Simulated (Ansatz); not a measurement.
## Defect calculation: Cd on the Na site in rock-salt NaCl

Computed with PBE, PAW (plane waves to 420 eV; Ansatz, a quantum-chemistry and plane-wave program). A supercell of 64 sites (2×2×2 repeats of a cell of 8 atoms) was used; the energies come from a 2×2×2 shifted sampling of its zone. Site at the start: the Na site. Charged cells carry a point-charge image correction with potential alignment at far atoms. Dielectric constants: PBE linear response of the host. Host gap at this level: 4.99 eV. A cell of this size leaves errors of a few tenths of an eV. The semilocal functional narrows the gap, so deep levels can fall outside it. Spin–orbit coupling is left out. Each state is the lowest found from its start.

Charges with a result: +1, 0, −1. Others weren't obtained, and one of them could lie lower, also by skipping a charge.

| charge | moment (μB) | point group | largest move off a lattice site (Å) | image correction with alignment (eV) |
|---|---|---|---|---|
| +1 | not spin-polarised | Oh | 0.16 | 0.40 |
| 0 | 1.0 | Oh | 0.10 | 0.00 |
| −1 | not spin-polarised | near Oh | 0.30 | 0.04 |

Point groups are those of the whole cell at tolerances of 0.03 and 0.1 Å ("near" where only the looser one holds); none is given for unsettled states.

Transition levels above the valence-band maximum: ε(+1/0) = 3.58 eV; ε(0/−1) = 3.78 eV. On the lower envelope of the bound states, inside the gap: (+1/0) at 3.58 eV; (0/−1) at 3.78 eV.

All states together cost very roughly 50 core-minutes.
